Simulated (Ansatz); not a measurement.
## A computed series for SnO: point defects

Consider a 16-atom supercell of SnO in the litharge type structure (space group P4/nmm, No. 129; a = 3.837 Å, c = 4.759 Å; layered, stacked along the Cartesian z axis) at its relaxed geometry.

One neutral defect a cell, atoms relaxed at fixed cell.

Level of theory: Ansatz (a quantum-chemistry and plane-wave program), PBE-D3(BJ), PAW, cutoff 420 eV, without spin-orbit coupling.

```csv
variant,largest displacement of a host atom from its site in the perfect cell,pressure
perfect supercell,–,0.0 GPa
H interstitial (started 2.27 Å from the nearest host atom),0.07 Å,0.3 GPa
"O interstitial (started 2.27 Å from the nearest host atom), symmetric start",0.24 Å,-0.7 GPa
"Sn on a O site (antisite), symmetric start",0.40 Å,7.3 GPa
C on a O site,0.12 Å,-0.1 GPa
F on a O site,0.16 Å,-0.5 GPa
```

The cell is small, so the values are those of an ordered compound at a high defect concentration; dilute-limit values will differ. Defects with a symmetric start kept the site's symmetry and may sit on a saddle; the others started slightly shaken. The final runs are not spin-polarised.
